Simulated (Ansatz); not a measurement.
System: CsCl-type PdIn. Method: r²SCAN+SOC (PAW; Ansatz, a program for electronic structure).

Run with plane-wave cutoff 560 eV, 18×18×18 k mesh, Fermi–Dirac smearing 0.05 eV, PAW data made under PBE.

A third-order Birch–Murnaghan fit to the energies gives V0 = 17.425 Å³/atom, B0 = 133 GPa, B′ = 5.5.

```
V (Å³/atom)  P (GPa)
-----------  -------
16.383          9.72
16.731           ___
17.080          2.82
17.429         -0.02
17.777           ___
18.126           ___
18.474         -6.59
```

Q: Estimate the withheld pressures from this fit; the answers are the runs' own values.

A: 
- 16.731, P (GPa): 6.05
- 17.777, P (GPa): -2.53
- 18.126, P (GPa): -4.71

The formula P = (3/2) B0 (x^(7/3) − x^(5/3)) [1 + (3/4)(B′ − 4)(x^(2/3) − 1)] with x = V0/V meets the computed pressures within 0.04 GPa when these rounded values are put in.

The computed numbers hold no vibrational or temperature effects.

The result took around 40 core-minutes (rough).
